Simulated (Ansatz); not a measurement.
Base system: LiH in the rock salt structure (space group Fm-3m, No. 225; a = 4.0039 Å). Axes: x, y, z lie along the cube axes.

Computed with r2SCAN, PAW, 500 eV (Ansatz, a quantum-chemistry and plane-wave program; no spin-orbit coupling), earlier PAW set.

Base values:

| Item | Result |
|---|---|
| Band gap | 3.63 eV |
| Smallest direct gap | 3.63 eV |

Now apply this change: uniaxial strain ε_yy = −2.18 %, all other strain components held at zero; the atoms relax in the strained cell.

**Question.** How does this affect the band gap?

**Answer.** The band gap drops by 0.23 eV, from 3.63 eV to 3.40 eV.

**Question.** What does the calculation give for the smallest direct gap after the change?

**Answer.** The smallest direct gap shrinks by 0.06 eV to 3.57 eV.

**Question.** Estimate the effect on the stress.

**Answer.** The stress (xx, yy, zz, yz, xz, xy; compression positive) amounts to (0.28, 2.01, 0.28, 0.00, 0.00, 0.00) GPa.

**Question.** What happens to the energy relative to the base?

**Answer.** The energy rises by 1.1 meV/atom.

Whether these cells are dynamically stable was not tested.
